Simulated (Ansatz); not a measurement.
# A computed series for Rh: response to strain

Base system: Rh in the fcc (Cu type) structure (space group Fm-3m, No. 225; a = 3.8016 Å; relaxed with 0.1 eV smearing). Axes: x, y, z lie along the cube axes.

Strains are applied to the cell and any free atomic positions relax; under biaxial strain the out-of-plane vector relaxes too; under stress the whole cell relaxes.

Level of theory: Ansatz (a program for electronic structure) r2SCAN, no spin-orbit coupling, earlier PAW set.

Notes on the quantities. energy relative to the base: free energy F.

| change | space group | energy relative to the base | shortest interatomic distance |
|---|---|---|---|
| base | Fm-3m (No. 225) | 0 meV/atom | 2.688 Å |
| biaxial strain −2.52 %, plane normal [001], relaxed out of plane | I4/mmm (No. 139) | +27 meV/atom | 2.620 Å |
| biaxial strain +0.69 %, plane normal [001], relaxed out of plane | I4/mmm (No. 139) | +1.8 meV/atom | 2.689 Å |
| biaxial strain −0.82 %, plane normal [110], relaxed out of plane | Immm (No. 71) | +3.4 meV/atom | 2.666 Å |
| biaxial strain −0.38 %, plane normal [111], relaxed out of plane | R-3m (No. 166) | (withheld) | 2.678 Å |
| uniaxial strain ε_yy = −3.77 % | I4/mmm (No. 139) | +29 meV/atom | 2.638 Å |
| uniaxial strain ε_zz = −2.57 % | I4/mmm (No. 139) | +13 meV/atom | 2.654 Å |
| uniaxial stress, 2 GPa tension along z | I4/mmm (No. 139) | +0.5 meV/atom | 2.683 Å |
| uniaxial stress, 0.5 GPa compression along z | I4/mmm (No. 139) | 0.0 meV/atom | 2.687 Å |
| uniaxial stress, 8 GPa compression along z | I4/mmm (No. 139) | (withheld) | 2.666 Å |

Q: Some entries are withheld; estimate them.

A: 
- biaxial strain −0.38 %, plane normal [111], relaxed out of plane, energy relative to the base: +0.8 meV/atom
- uniaxial stress, 8 GPa compression along z, energy relative to the base: +8.5 meV/atom

Beyond what the load breaks, stability against distortions was not tested. The final runs are not spin-polarised.
